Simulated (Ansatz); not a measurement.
Consider a periodic stack without vacuum, fcc Pd (0 0 1) on cubic SrTiO3 (0 0 1) (film strained to the substrate, started from cuts of the bulks and a machine-learned relaxation; slabs Sr4O10Ti3 and Pd12, which can lie off the formulas): substrate slab Sr4O10Ti3, film Pd12, surface cells [[0, 1], [-1, 0]] and [[0, -1], [2, 1]], film strained by -0.2 and -0.2 %, outermost planes OSr/OSr and Pd/Pd as cut, which need not be the usual terminations and can put a slab off its formula. Its start:

```yaml
crystal:
  lattice:
    - [3.93679, 0.00000, -0.00506]
    - [0.00000, 3.93679, -0.00263]
    - [1.27763, 0.31004, 27.73822]
  atoms:
    - { symbol: Sr, position: [0.95370, 0.99474, 0.05812] }
    - { symbol: O, position: [0.47352, 0.49487, 0.05633] }
    - { symbol: Sr, position: [0.92672, 0.98394, 0.19764] }
    - { symbol: Ti, position: [0.44340, 0.48972, 0.12400] }
    - { symbol: O, position: [0.94939, 0.48948, 0.12651] }
    - { symbol: O, position: [0.44951, 0.98959, 0.12644] }
    - { symbol: O, position: [0.42980, 0.48467, 0.19794] }
    - { symbol: Sr, position: [0.88225, 0.97309, 0.33907] }
    - { symbol: Ti, position: [0.40542, 0.47770, 0.26833] }
    - { symbol: O, position: [0.90857, 0.47948, 0.26857] }
    - { symbol: O, position: [0.40921, 0.97970, 0.26857] }
    - { symbol: O, position: [0.38592, 0.47459, 0.33925] }
    - { symbol: Sr, position: [0.81996, 0.95893, 0.47785] }
    - { symbol: Ti, position: [0.35195, 0.46688, 0.41235] }
    - { symbol: O, position: [0.86095, 0.46823, 0.41051] }
    - { symbol: O, position: [0.36035, 0.96866, 0.41053] }
    - { symbol: O, position: [0.34356, 0.46673, 0.48060] }
    - { symbol: Pd, position: [0.45333, 0.02504, 0.66035] }
    - { symbol: Pd, position: [0.95315, 0.52497, 0.66036] }
    - { symbol: Pd, position: [0.97871, 0.02961, 0.59030] }
    - { symbol: Pd, position: [0.47930, 0.52996, 0.58953] }
    - { symbol: Pd, position: [0.40768, 0.01540, 0.80309] }
    - { symbol: Pd, position: [0.90769, 0.51542, 0.80309] }
    - { symbol: Pd, position: [0.92907, 0.02023, 0.73172] }
    - { symbol: Pd, position: [0.42905, 0.52024, 0.73175] }
    - { symbol: Pd, position: [0.36979, 0.00501, 0.94471] }
    - { symbol: Pd, position: [0.87057, 0.50502, 0.94483] }
    - { symbol: Pd, position: [0.88847, 0.01026, 0.87450] }
    - { symbol: Pd, position: [0.38856, 0.51025, 0.87448] }
```

The start was prepared with a machine-learned potential, and the result is one local minimum, with the in-plane cell held and forces under 0.04 eV/Å; the film can end far from its bulk form.

Calculation: PBE (plane waves to 420 eV, PAW; Ansatz, a quantum-chemistry and plane-wave program). Scalar-relativistic, without spin–orbit coupling; the runs are not spin-polarised; PBE gaps are too small against experiment. Its k-point mesh 8×8×1, Fermi–Dirac width 0.05 eV.

### Question
Predict the relaxed interface.

### Answer
- interface area = 15.5 Å²
- period = 26.75 Å
- heights between the nearest atoms of the two slabs at the two interfaces = 2.23 and 2.24 Å
- Pd–Sr contacts across the interfaces within 1.22 times the sum of covalent radii = 10, mean 3.54 Å
- O–Pd contacts across the interfaces within 1.22 times the sum of covalent radii = 2, mean 2.24 Å
